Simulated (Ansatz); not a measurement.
Abridged Ansatz (an electronic-structure program) output:

```
Relaxation: its limit of steps is 50 (relax.max_steps)
Pseudopotential: Os, paw, valence charge 16
Crystal: 2 atoms, lattice volume = 27.705 Å³
Basis set: ecut = 420 eV, 549 PW (Γ), exchange–correlation on 40×40×60 points (8 copies of the dense FFT grid, shifted against one another)
Bands: 20, of which v1, the nominal top of the filled ones, is band 16 counted from 1 (15 counted from 0)
Symmetry: 24 space group operations
k-points: 427 of 7488
Functional: x = pbe(κ = 0.804, μ = 0.2195149727645171), c = pbe(β = 0.06672455060314922)
SCF iter   1: F=—  HF=-22769.046652 eV  |F-HF|=—  |Δ(HF+E_count)|=         —  Δρ=8.77e-3  dr2=6.86e-3  ethr=1.77e-3  ⟨swp⟩=4.7  Hψ=33250  notcnv=0
SCF iter   2: F=—  HF=-22769.049889 eV  |F-HF|=—  |Δ(HF+E_count)|=   3.24e-3  Δρ=5.16e-3  dr2=2.35e-3  ethr=2.15e-5  ⟨swp⟩=2.1  Hψ=14542  notcnv=0
SCF 1 converged in 6 iterations: F = -22769.051441 eV  dr2 = 1.86e-10
relax step   1: F+E_penalty+E_count = -22769.05144051 eV  Δ(F+E_penalty+E_count) = +0.000e0 eV  max|allowed force component| = 7.401e-17 eV/Å  Δτ_max = 0.0000 Å  P = +12.872 GPa  Ω = 27.705 Å³  fix = [a, b, gamma]  reactions: a +19.027, b +19.027 GPa  (6 SCF iters, dr2 threshold 1.00e-7 eV, accepted)
[... steps on the carried basis left out ...]
relax step   3: F+E_penalty+E_count = -22769.05146131 eV  Δ(F+E_penalty+E_count) = -2.080e-5 eV  max|allowed force component| = 2.776e-17 eV/Å  Δτ_max = 0.0000 Å  P = +12.578 GPa  Ω = 27.724 Å³  energy of the carried Pulay correction = -1.119e-5 eV  fix = [a, b, gamma]  reactions: a +18.869, b +18.869 GPa  (6 SCF iters, accepted)
Crystal: 2 atoms, lattice volume = 27.724 Å³
SCF iter   1: F=—  HF=-22769.051451 eV  |F-HF|=—  |Δ(HF+E_count)|=         —  Δρ=2.61e-6  dr2=3.25e-10  ethr=7.68e-9  ⟨swp⟩=3.5  Hψ=60413  notcnv=0
SCF iter   2: F=—  HF=-22769.051473 eV  |F-HF|=—  |Δ(HF+E_count)|=   2.12e-5  Δρ=1.48e-6  dr2=9.74e-11  ethr=1.02e-12  ⟨swp⟩=2.8  Hψ=17467  notcnv=0
SCF 4 converged in 8 iterations: F = -22769.051473 eV  dr2 = 1.99e-19
SCF converged after 8 iterations
Free energy (F): -22769.051473 eV
Internal energy: -22769.011744 eV  (E = F + TS)
E sigma→0 (E₀):  -22769.031608 eV
Entropy (-TS):   -0.039729 eV (-19.864 meV/atom)
Fermi energy:    26.322757 eV
--- Forces (eV/Å), atoms counted from 1 ---
  atom   1  Os    -0.00000000    -0.00000000     0.00000000
  atom   2  Os    -0.00000000     0.00000000     0.00000000
--- Stress (GPa, compression-positive) ---
       18.868066       0.000000       0.000000
       -0.000000      18.868066       0.000000
        0.000000       0.000000      -0.003570
  P = ⅓ Tr σ = 12.5775 GPa (125.775 kbar)
--- Relaxed structure (3 steps of the walk, 2 accepted, 1 SCFs on fresh bases) ---
  cell:  # Å, volume = 27.7238 Å³
    - [2.699244429193749, -4.667255270971191e-98, 0.0]
    - [1.3496222145968746, 2.3376142467054133, 0.0]
    - [0.0, 0.0, 4.393769099386722]
  atoms:
    - { symbol: Os, position: [0.6666666666666667, 0.6666666666666665, 0.7499999999999998] }
    - { symbol: Os, position: [0.33333333333333337, 0.33333333333333326, 0.24999999999999997] }
```

What was computed, and what are the main results?

Os, 2 atoms in the cell, with Ansatz PBE, no spin-orbit coupling. The last SCF converged to F = -22769.051473 eV, or -11384.5257 eV per atom, at a pressure of 12.58 GPa. The total energy compares only with runs of the same code, potentials and settings.

The cells carry an imposed strain or load. Whether these cells are dynamically stable was not tested. The final runs are not spin-polarised. The cell was made from Os in the hcp (Mg type) structure (space group P6_3/mmc, No. 194) by this change: biaxial strain −2.00 %, plane normal [001], relaxed out of plane.

Keys are those of Ansatz 0.2.
